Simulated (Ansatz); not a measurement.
The structure below was relaxed with Ansatz (an electronic-structure program), PBEsol, PAW, cutoff 420 eV, no spin-orbit coupling, at pressure 3 GPa.

Space group Fd-3m, origin choice 1 (No. 227); a = 5.4806 Å, b = 5.4806 Å, c = 5.4806 Å, α = 90.00°, β = 90.00°, γ = 90.00°

| atom | site | symmetry | x | y | z |
|---|---|---|---|---|---|
| Ir | 8a | -43m | 0.0000 | 0.0000 | 0.0000 |

Q: Write out a cell with all atoms.

A: 
```
Ir
1.0
    5.48059     0.00000     0.00000
    0.00000     5.48059     0.00000
    0.00000     0.00000     5.48059
Ir
8
Cartesian
  1.37015   1.37015   1.37015
  2.74029   0.00000   2.74029
  1.37015   4.11044   4.11044
  2.74029   2.74029   0.00000
  4.11044   1.37015   4.11044
  0.00000   0.00000   0.00000
  4.11044   4.11044   1.37015
  0.00000   2.74029   2.74029
```
This is the conventional cell.

Load acts through the strain it causes; cell and atoms are relaxed under it. Whether these cells are dynamically stable was not tested. All final runs are without spin polarisation. The cell was made from Ir in the diamond structure (space group Fd-3m, No. 227; a hypothetical phase, not in the database extracts checked) by this change: pressure 3 GPa.
